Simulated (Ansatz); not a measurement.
An Ansatz (a first-principles code) input for (CdS)4/(CdSe)5 zinc blende (111) superlattice on CdS (CdS and CdSe held in this type, which need not be the stable form):

Ansatz 0.2 input:
```yaml
crystal:
  lattice:
    - [4.190797752, -0.000000029, 0.0]
    - [-2.095398851, 3.629337329, 0.0]
    - [0.0, 0.0, 32.23836172]
  atoms:
    - { symbol: Cd, position: [0.0, 0.0, 0.001864144] }
    - { symbol: S, position: [0.0, 0.0, 0.081085936] }
    - { symbol: Cd, position: [0.333333333, 0.666666667, 0.107805054] }
    - { symbol: S, position: [0.333333333, 0.666666667, 0.187276172] }
    - { symbol: Cd, position: [0.666666667, 0.333333333, 0.213985328] }
    - { symbol: S, position: [0.666666667, 0.333333333, 0.293437385] }
    - { symbol: Cd, position: [0.0, 0.0, 0.320141551] }
    - { symbol: S, position: [0.0, 0.0, 0.399610401] }
    - { symbol: Cd, position: [0.333333333, 0.666666667, 0.42638098] }
    - { symbol: Se, position: [0.333333333, 0.666666667, 0.509271549] }
    - { symbol: Cd, position: [0.666666667, 0.333333333, 0.541670074] }
    - { symbol: Se, position: [0.666666667, 0.333333333, 0.624291098] }
    - { symbol: Cd, position: [0.0, 0.0, 0.65672053] }
    - { symbol: Se, position: [0.0, 0.0, 0.739344452] }
    - { symbol: Cd, position: [0.333333333, 0.666666667, 0.771782997] }
    - { symbol: Se, position: [0.333333333, 0.666666667, 0.85440267] }
    - { symbol: Cd, position: [0.666666667, 0.333333333, 0.886838873] }
    - { symbol: Se, position: [0.666666667, 0.333333333, 0.969441807] }
basis:
  ecutwfc: 500
  ecutrho_ratio: 4
  xc_grid: 4
kpoints:
  mp_grid: { grid: [9, 9, 1] }
hamiltonian:
  xc: r2scan
  dispersion: none
  pseudopotentials: { kind: paw }
scf:
  n_extra_bands: 21
  occupations: { method: fermi_dirac, width: 0.01 }
  convergence: { dr2_threshold: 0.000000001 }
output:
  eigenstates:
    kpoints:
      - [0, 0, 0]
      - [0, 0, 0.5]
      - [0.333333333333, 0.333333333333, 0]
      - [0.5, 0, 0]
    e_range: [-4, 6]
    localisation: true
  eigenvalues: true
```

All values below come from r2SCAN (plane waves to 500 eV, PAW; Ansatz). Scalar-relativistic, without spin–orbit coupling. Its k-point mesh 9×9×1, Fermi–Dirac width 0.01 eV.

### Question
What does the end of the output print (band table and long remarks left out, numbers rounded to eight decimals)?

### Answer
```
SCF converged after 10 iterations
Free energy (F): -105441.393314 eV
Harris-Foulkes:  -105441.393314 eV  (|F-HF|=5.68e-10)
Internal energy: -105441.393314 eV  (E = F + TS)
E sigma→0 (E₀):  -105441.393314 eV
Fermi energy:    7.412875 eV
--- Per-component energies (eV) ---
  E_band       = -6848.606082
  E_kinetic    = 5567.107970
  E_local      = -57558.294072  (includes V_loc(G=0)·N_el)
  E_nonlocal   = -2550.984953
  E_hartree    = 27326.013453
  E_xc         = -2372.099051
  E_vxc        = -3117.834542  (∫ρ·V_xc dr)
  E_paw        = -49020.513387  (= ΣΔE_a)
  E_vpaw       = -4040.116941  (= ΣTr[D̂ρ^β])
  E_aug_tail   = -0.001009  (compensation charges beyond the density's cutoff)
  E_vtau       = 199.494511  (kinetic-family band-sum trace: ∫τ·v_τ [+ j·A + Jᵃ·Aᵃ] dr)
  E_ewald      = -26818.276412
  E_core_change = -14.345854  (= ΣΔE_core)
  E_smearing   = 0.000000  (= −TS)
  E_closure    = 0.000000  (closes the sum)
  Σ components = -105441.393314   (vs F -105441.393314, Δ=0.00e0)
```

Cost: around 4 core-minutes (rough).
